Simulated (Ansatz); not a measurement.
ZrN under a change: Mo on a Zr site

The parent structure is a 24-atom supercell of ZrN in the rock salt structure (space group Fm-3m, No. 225; a = 4.5528 Å) at its relaxed geometry.

It is then changed as follows: a neutral Mo on a Zr site, atoms relaxed at fixed cell, starting from a slightly rattled geometry.

Calculations: Ansatz (an electronic-structure program) PBEsol, no SOC, earlier PAW set. Γ-centred 6×5×6 mesh, Fermi–Dirac width 0.05 eV.

The pressure goes from zero to -3.9 GPa and the largest displacement of a host atom from its site in the perfect cell amounts to 0.04 Å. The mean distance from the defect site to its nearest host atoms remains 2.28 Å.

The cell is small, so the values are those of an ordered compound at a high defect concentration; dilute-limit values will differ. The final runs are not spin-polarised. An odd electron count without spin: ZrN. The defect cell is not spin-polarised.
